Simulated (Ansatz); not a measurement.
**A computed series for hypothetical I-4 MgIn2O4: response to strain**

The parent structure is MgIn$_{2}$O$_{4}$ (space group I-4, No. 82; a = 4.7706 Å, c = 9.8962 Å; a hypothetical phase, not in the database extracts checked). Axes: x, y, z lie along a, b, c of the conventional cell.

Strains are applied to the cell and any free atomic positions relax.

Levels (all Ansatz, a quantum-chemistry and plane-wave program, PAW): PBEsol (420 eV, no spin-orbit coupling); HSE06 (420 eV, without spin-orbit coupling).

Band gaps by level, all at the geometries relaxed with PBEsol:

```tsv
case	PBEsol	HSE06
base	1.40 eV	3.01 eV
tensor shear ε_xy = +1.16 %	1.38 eV	(withheld)
strain tensor (xx, yy, zz, yz, xz, xy) = (−1.99, +1.06, −1.74, +0.46, +0.08, −2.27) %	1.41 eV	(withheld)
```

Problem. Some entries are withheld; estimate them.

Solution. 
- tensor shear ε_xy = +1.16 %, HSE06: 2.98 eV
- strain tensor (xx, yy, zz, yz, xz, xy) = (−1.99, +1.06, −1.74, +0.46, +0.08, −2.27) %, HSE06: 3.00 eV

Single points use the geometry relaxed with PBEsol. HSE06 gaps are upper bounds (no full band path). Stability against distortions was not tested.
